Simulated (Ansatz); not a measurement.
Consider Au in the fcc (Cu type) structure (space group Fm-3m, No. 225; relaxed with 0.1 eV smearing).

```yaml
crystal:
  lattice:
    - [0.00000, 2.04143, 2.04143]
    - [2.04143, 0.00000, 2.04143]
    - [2.04143, 2.04143, 0.00000]
  atoms:
    - { symbol: Au, position: [0.00000, 0.00000, 0.00000] }
```

Cartesian axes are those of the cell as printed.

Calculations: PBEsol/PAW in Ansatz (an electronic-structure program), no spin-orbit coupling, earlier PAW set.

Strains are applied to the cell and any free atomic positions relax; under biaxial strain the out-of-plane vector relaxes too.

One change was made to it. Results:

```tsv
quantity	base	after
pressure (mean of the normal stresses, compression positive)	0.0 GPa	1.9 GPa
energy relative to the base (free energy F)	0 meV/atom	+7.3 meV/atom
```

**Question.** Which of these changes matches the shifts?
(A) uniaxial strain ε_yy = −2.44 %
(B) strain tensor (xx, yy, zz, yz, xz, xy) = (−0.12, −0.38, +0.43, −0.78, +0.43, −0.52) %
(C) isotropic strain +2.52 %
(D) biaxial strain −2.58 %, plane normal [001], relaxed out of plane

**Answer.** D, biaxial strain −2.58 %, plane normal [001], relaxed out of plane. For comparison, the pressure in the other runs: isotropic strain +2.52 % gives -10.5 GPa; strain tensor (xx, yy, zz, yz, xz, xy) = (−0.12, −0.38, +0.43, −0.78, +0.43, −0.52) % gives 0.2 GPa; uniaxial strain ε_yy = −2.44 % gives 4.7 GPa.

Stability against distortions was not tested.
